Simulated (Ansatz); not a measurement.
Response to strain in Zr

The reference is Zr in the hcp (Mg type) structure (space group P6_3/mmc, No. 194; relaxed with 0.1 eV smearing).

```xyz
2
Lattice="3.1825 0.0000 0.0000 -1.5912 2.7561 0.0000 0.0000 0.0000 5.1235" Properties=species:S:1:pos:R:3 pbc="T T T"
Zr     0.0000     1.8374     3.8426
Zr     1.5912     0.9187     1.2809
```

Cartesian axes are those of the cell as printed.

Strains are applied to the cell and any free atomic positions relax; under stress the whole cell relaxes.

Level of theory: PBEsol in Ansatz (plane waves to 420 eV, PAW, without spin-orbit coupling).

Notes on the quantities. pressure: mean of the normal stresses, compression positive; energy relative to the base: free energy F.

```tsv
change	volume per atom	pressure	energy relative to the base	space group
base	22.47 Å³	0.0 GPa	0 meV/atom	P6_3/mmc (No. 194)
isotropic strain +2.23 %	24.01 Å³	-5.9 GPa	+29 meV/atom	P6_3/mmc (No. 194)
uniaxial strain ε_xx = +2.66 %	23.07 Å³	-2.4 GPa	+6.5 meV/atom	Cmcm (No. 63)
uniaxial stress, 2 GPa compression along x	22.29 Å³	–	+3.3 meV/atom	Cmcm (No. 63)
tensor shear ε_xz = +0.14 %	22.47 Å³	0.0 GPa	0.0 meV/atom	C2/c (No. 15)
```

Beyond what the load breaks, stability against distortions was not tested. The final runs are not spin-polarised.

Ansatz is a first-principles code.
